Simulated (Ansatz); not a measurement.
The starting structures come from a database of crystals and need not be the phases stable at ambient conditions.

Inside the gap of an insulator the Bloch states are evanescent, with a wavenumber k + iκ along the transport direction.

Consider the following.

```xyz
4
Lattice="6.9435 0.0000 0.0000 -2.3174 6.5499 0.0000 -1.1587 3.2750 2.0057" Properties=species:S:1:pos:R:3 pbc="T T T"
Al     0.0044     0.0016     0.0000
Ga     2.3105     3.2741     0.0000
As     2.3149     5.7322     0.0000
As    -0.0062     2.4544     0.0000
```

Space group of this cell: R3m. The cell is taken as given.

Transport runs along the normal of the first two printed cell vectors, the (110) plane of the conventional cell.

No gap correction and no spin-orbit coupling; mid-gap values are interpolated between computed energies.

Q: Compute, with r2SCAN (Ansatz, an electronic-structure program), the band gap and the smallest decay constant κ at mid-gap.

A: Gap 1.34 eV on a 14×14×14 mesh; κ = 0.080 1/Å, at the zone centre.
